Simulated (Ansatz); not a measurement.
An Ansatz (a program for electronic structure) input (PBEsol (Ansatz), without spin-orbit coupling):

Ansatz 0.2 input:
```yaml
crystal:
  lattice:
    - [3.8625145206, 0, 0]
    - [0, 3.8625145206, 0]
    - [1.9312572603, -1.9312572603, 4.7171324327]
  atoms:
    - { symbol: Ti, position: [0.5, 0.5, 0] }
    - { symbol: Ti, position: [0.75, 0.75, 0.5] }
    - { symbol: O, position: [0.7075273779, 0.2924726221, 0.5849452442] }
    - { symbol: O, position: [0.9575273779, 0.5424726221, 0.0849452442] }
    - { symbol: O, position: [0.5424726221, 0.9575273779, 0.9150547558] }
    - { symbol: O, position: [0.2924726221, 0.7075273779, 0.4150547558] }
basis: { ecutwfc: 420, ecutrho_ratio: 4, xc_grid: 2, fft_grid_basis: typed }
kpoints: { mp_grid: { grid: [12, 12, 12] } }
hamiltonian:
  xc: pbesol
  dispersion: none
  pseudopotentials: { kind: paw }
scf: { occupations: { method: fermi_dirac, width: 0.05 } }
relax: { f_tol: 0.005, max_steps: 50, cell: { stress_tol: 0.01, fix: [a, b, gamma] } }
output: { forces: true, stress: true }
checkpoint: { write: state.ck, write_every: 1000 }
```

**Question.** Which symmetry and how many k-points will the program report, and about how many plane waves at Γ?

**Answer.** Space group I41/amd (ITA 141) with 16 operations, k-points 163 of 1728, and 1371 plane waves at Γ.

**Question.** And the final pressure?

**Answer.** -4.79 GPa (compression positive).

The cells carry an imposed strain or load. Stability against distortions was not tested. The final runs are not spin-polarised. The cell was made from TiO₂ in the anatase structure (space group I4_1/amd, No. 141) by this change: biaxial strain +2.46 %, plane normal [001], relaxed out of plane.
